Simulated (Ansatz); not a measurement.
## Pd3Ge (model structure, started from the A15 type, Pm-3n, No. 223, 8 atoms in the cell): properties by level of theory

| level (code) | lattice constant a (Å) | enthalpy of formation (eV/atom) |
|---|---|---|
| PBE (Ansatz) | 5.013 | ? |
| PBEsol (Ansatz) | 4.930 | -0.147 |
| PBE-D3(BJ) (Ansatz) | 4.945 | -0.149 |

Task: What belongs in the gaps?

Result: 
- PBE (Ansatz, a program for electronic structure), enthalpy of formation (eV/atom): -0.130

Ansatz's density-functional and Hartree–Fock values are scalar-relativistic unless marked +SOC, with PAW data made under PBE.

Computed values are for the static lattice.

A model structure was made by putting elements into a prototype or built by hand; it is no filed structure, need not be a known phase, and can be a saddle point held by its symmetry.
